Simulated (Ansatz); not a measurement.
Level of theory: PBE (plane waves to 420 eV, PAW; Ansatz, an electronic-structure program).

Electrostatic potential energy of an electron, averaged over planes parallel to the surface, in eV from the Fermi level, for a constructed model of the (111) surface of fcc Au, (√3x√3)R30° layer of Si, one a cell, on the site that continues the host's stacking (bottom of the slab: a bare face, its two planes held):

```json
[
 {"z (Å)": "3.61", "V (eV)": "5.17"},
 {"z (Å)": "3.89", "V (eV)": "5.17"},
 {"z (Å)": "4.17", "V (eV)": "5.16"},
 {"z (Å)": "4.44", "V (eV)": "5.16"},
 {"z (Å)": "4.72", "V (eV)": "5.16"},
 {"z (Å)": "5.00", "V (eV)": "5.15"},
 {"z (Å)": "5.28", "V (eV)": "5.14"},
 {"z (Å)": "5.56", "V (eV)": "5.10"},
 {"z (Å)": "5.83", "V (eV)": "5.03"},
 {"z (Å)": "6.11", "V (eV)": "4.87"},
 {"z (Å)": "6.39", "V (eV)": "4.53"},
 {"z (Å)": "6.67", "V (eV)": "3.75"},
 {"z (Å)": "6.94", "V (eV)": "2.00"},
 {"z (Å)": "7.22", "V (eV)": "-2.60"},
 {"z (Å)": "7.50", "V (eV)": "-9.71"},
 {"z (Å)": "7.78", "V (eV)": "-14.64"},
 {"z (Å)": "8.06", "V (eV)": "-15.98"},
 {"z (Å)": "8.33", "V (eV)": "-13.84"},
 {"z (Å)": "8.61", "V (eV)": "-8.23"},
 {"z (Å)": "8.89", "V (eV)": "-1.66"},
 {"z (Å)": "9.17", "V (eV)": "0.94"},
 {"z (Å)": "9.44", "V (eV)": "-0.22"},
 {"z (Å)": "9.72", "V (eV)": "-5.74"},
 {"z (Å)": "10.00", "V (eV)": "-12.30"},
 {"z (Å)": "10.28", "V (eV)": "-15.84"},
 {"z (Å)": "10.56", "V (eV)": "-15.88"},
 {"z (Å)": "10.83", "V (eV)": "-12.45"},
 {"z (Å)": "11.11", "V (eV)": "-5.96"},
 {"z (Å)": "11.39", "V (eV)": "-0.38"},
 {"z (Å)": "11.67", "V (eV)": "0.76"},
 {"z (Å)": "11.94", "V (eV)": "-1.95"},
 {"z (Å)": "12.22", "V (eV)": "-8.57"},
 {"z (Å)": "12.50", "V (eV)": "-14.16"},
 {"z (Å)": "12.78", "V (eV)": "-16.29"},
 {"z (Å)": "13.06", "V (eV)": "-14.99"},
 {"z (Å)": "13.33", "V (eV)": "-10.17"},
 {"z (Å)": "13.61", "V (eV)": "-3.32"},
 {"z (Å)": "13.89", "V (eV)": "0.54"},
 {"z (Å)": "14.17", "V (eV)": "0.32"},
 {"z (Å)": "14.44", "V (eV)": "-4.13"},
 {"z (Å)": "14.72", "V (eV)": "-10.95"},
 {"z (Å)": "15.00", "V (eV)": "-15.33"},
 {"z (Å)": "15.28", "V (eV)": "-16.19"},
 {"z (Å)": "15.56", "V (eV)": "-13.60"},
 {"z (Å)": "15.83", "V (eV)": "-7.66"},
 {"z (Å)": "16.11", "V (eV)": "-1.31"},
 {"z (Å)": "16.39", "V (eV)": "0.87"},
 {"z (Å)": "16.67", "V (eV)": "-0.65"},
 {"z (Å)": "16.94", "V (eV)": "-6.56"},
 {"z (Å)": "17.22", "V (eV)": "-12.89"},
 {"z (Å)": "17.50", "V (eV)": "-16.01"},
 {"z (Å)": "17.78", "V (eV)": "-15.67"},
 {"z (Å)": "18.06", "V (eV)": "-11.81"},
 {"z (Å)": "18.33", "V (eV)": "-5.09"},
 {"z (Å)": "18.61", "V (eV)": "0.13"},
 {"z (Å)": "18.89", "V (eV)": "1.21"},
 {"z (Å)": "19.17", "V (eV)": "-0.81"},
 {"z (Å)": "19.44", "V (eV)": "-7.00"},
 {"z (Å)": "19.72", "V (eV)": "-13.33"},
 {"z (Å)": "20.00", "V (eV)": "-16.36"},
 {"z (Å)": "20.28", "V (eV)": "-15.98"},
 {"z (Å)": "20.56", "V (eV)": "-12.25"},
 {"z (Å)": "20.83", "V (eV)": "-6.09"},
 {"z (Å)": "21.11", "V (eV)": "-2.29"},
 {"z (Å)": "21.39", "V (eV)": "-2.13"},
 {"z (Å)": "21.67", "V (eV)": "-2.21"},
 {"z (Å)": "21.94", "V (eV)": "-1.24"},
 {"z (Å)": "22.22", "V (eV)": "0.74"},
 {"z (Å)": "22.50", "V (eV)": "2.69"},
 {"z (Å)": "22.78", "V (eV)": "3.72"},
 {"z (Å)": "23.06", "V (eV)": "4.24"},
 {"z (Å)": "23.33", "V (eV)": "4.50"},
 {"z (Å)": "23.61", "V (eV)": "4.63"},
 {"z (Å)": "23.89", "V (eV)": "4.69"},
 {"z (Å)": "24.17", "V (eV)": "4.72"},
 {"z (Å)": "24.44", "V (eV)": "4.73"},
 {"z (Å)": "24.72", "V (eV)": "4.74"},
 {"z (Å)": "25.00", "V (eV)": "4.74"},
 {"z (Å)": "25.28", "V (eV)": "4.74"},
 {"z (Å)": "25.56", "V (eV)": "4.74"},
 {"z (Å)": "25.83", "V (eV)": "4.74"},
 {"z (Å)": "26.11", "V (eV)": "4.74"}
]
```

Slab: 19 atoms, 14.0 Å thick at the start; k 9x9x1, smearing 0.1 eV, dipole-corrected; 6 atoms held, the rest relaxed; start symmetry kept, larger cells not searched; no spin, no spin-orbit, no U. It is one candidate, not shown to be the stable structure of the face.

Task: The surface cell has an area of 22.45 Å². What dipole along the normal does the step between the two vacuum levels imply?

Result: the top vacuum level lies 0.42 eV below the bottom one; p = −ε₀ A ΔV (ε₀ = 0.005526 e/(V·Å)) gives 0.05 e·Å a cell.
